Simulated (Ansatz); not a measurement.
**Pressure series in hypothetical diamond Ag**

Consider Ag in the diamond structure (space group Fd-3m, No. 227; a hypothetical phase, not in the database extracts checked).

```
Ag
1.0
    0.00000     3.01914     3.01914
    3.01914     0.00000     3.01914
    3.01914     3.01914     0.00000
Ag
2
Direct
  0.75000   0.75000   0.75000
  0.50000   0.50000   0.50000
```

Cell and atoms are relaxed at each pressure.

The values are results of PBEsol (Ansatz, a first-principles code), without spin-orbit coupling, not measurements.

| P (GPa) | V (Å³/atom) |
|---|---|
| -1.99 | 29.108 |
| -1.00 | 28.241 |
| 0.29 | 27.334 |
| 0.69 | 27.086 |
| 1.50 | 26.631 |
| 3.00 | 25.900 |
| 5.01 | 25.088 |
| 7.51 | 24.262 |
| 10.01 | 23.575 |

### Question
Fit a third-order Birch–Murnaghan equation of state.

### Answer
Least squares on P(V) = (3B₀/2)[(V₀/V)^(7/3) − (V₀/V)^(5/3)]·[1 + (3/4)(B₀′ − 4)((V₀/V)^(2/3) − 1)] gives V₀ = 27.52 Å³/atom, B₀ = 42 GPa and B₀′ = 5.7.

Load acts through the strain it causes; cell and atoms are relaxed under it. Stability against distortions was not tested. No other phases were tried under pressure.
